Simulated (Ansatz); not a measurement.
Checking a run of Ansatz (a program for electronic structure) on Li (Im-3m, 1 atom in the cell). The aim is a self-consistent single point with DFT, PBE, plane waves, default PAW files.

Cell that was meant: a = 2.9675 Å, b = 2.9675 Å, c = 2.9675 Å, α = 109.47°, β = 109.47°, γ = 109.47°.

Part of the input:

Ansatz 0.2 input:
```yaml
    - { symbol: Li, position: [0.000000, 0.000000, 0.000000] }
basis:
  ecutwfc: 420.0 eV
  ecutrho_ratio: 2
kpoints:
  mp_grid: { grid: [11, 11, 11] }
hamiltonian:
```

Log, with long lists cut:

```
WARN basis.ecutrho_ratio = 2 (ecutrho = 840 eV) is below the records' recommended cutoff
   [... lines left out ...]
Symmetry: 48 space group operations
Space group: Im-3m (ITA 229), of the structure as read, at distance tolerance 2.7e-5 Å
k-points: 56 of 1331
Initial density: superposition of atomic densities (neutral atoms: chi_scale 0, normalization atom), corrected by the library's trained network
Initial wavefunctions: pseudopotential atomic-orbital guess
Eigensolver: davidson
Functional: x = pbe(κ = 0.804, μ = 0.2195149727645171), c = pbe(β = 0.06672455060314922)
SCF iter   1: F=—  HF=-204.689800 eV  |F-HF|=—  |Δ(HF+E_count)|=         —  Δρ=1.26e-4  dr2=2.24e-6  ethr=1.77e-3  ⟨swp⟩=4.1  Hψ=2634  notcnv=0
all-band conjugate gradients solve this SCF's bands
preconditioner: auto → none
SCF iter   2: F=—  HF=-204.689781 eV  |F-HF|=—  |Δ(HF+E_count)|=   1.90e-5  S|Δr|=    0.00e0  Δρ=6.43e-5  dr2=6.03e-7  ethr=7.45e-8  ⟨swp⟩=2.0  Hψ=870  notcnv=0
SCF iter   3: F=-204.689781 eV  HF=-204.689781 eV  |F-HF|=1.05e-9  |Δ(HF+E_count)|=   1.05e-7  S|Δr|=    0.00e0  Δρ=5.26e-6  dr2=2.34e-9  ethr=3.33e-9  ⟨swp⟩=2.8  Hψ=1444  notcnv=0
SCF 1 converged in 3 iterations: F = -204.689781 eV  dr2 = 2.34e-9
Stability not checked (fill_not_monotonic)
Free energy (F): -204.689781 eV
Internal energy: -204.689133 eV  (E = F + TS)
E sigma→0 (E₀):  -204.689565 eV
Entropy (-TS):   -0.000648 eV (-0.648 meV/atom)
Fermi energy:    1.058904 eV
--- Forces (eV/Å), atoms counted from 1 ---
  atom   1  Li    -0.00000000    -0.00000000    -0.00000000
--- Stress (GPa, compression-positive) ---
        0.091899       0.000000      -0.000000
        0.000000       0.091899      -0.000000
       -0.000000       0.000000       0.091899
  P = ⅓ Tr σ = 0.0919 GPa (0.919 kbar)
  The stress holds the Pulay correction, which leaves out the density cutoff's part. Without it, at fixed plane waves, as pw.x and ABINIT print it …
settings of this run that can trade accuracy for cost: basis.ecutrho_ratio < 4. Do not mix this run's numbers with those of runs without the same settings …
```

Problem. Can these results be used? Check the input.

Solution. The compared values did not move, but the log warns. The input holds a density cutoff or grid that is too coarse, which can do harm: the charge density holds wave vectors up to twice those of the orbitals (four times the energy cutoff), and augmentation charges need more still. The run converged in 3 iterations, and against the sound input the free energy stays essentially unchanged (within 1 meV/atom) and the pressure stays at 0.09 GPa. The full log also holds (shortened here): “WARN basis.ecutrho_ratio = 2 (ecutrho = 840 eV) is below the records' recommended cutoff”. At a fixed set of plane waves, without the program's Pulay estimate, the pressure is 0.09 GPa against 0.09 GPa.

An input that runs soundly differs in these lines (not the only fix; some lines may just follow from the change or write a value another way):
```diff
-  ecutrho_ratio: 2
```

With that input, the run converged in 3 iterations: free energy E − TS (on the zero of these files) -204.6896 eV; Fermi level (on the code's own zero) 1.06 eV; pressure 0.09 GPa (DFT, PBE, plane waves, default PAW files).

On the sound input: the starting cell comes from a database of computed structures (which also holds hypothetical and non-ambient phases and stackings), without a prior relaxation at this level. Its lattice was rescaled by a random factor within 2.5 % of one. Ansatz's pressure includes its estimate of the finite-basis (Pulay) stress.
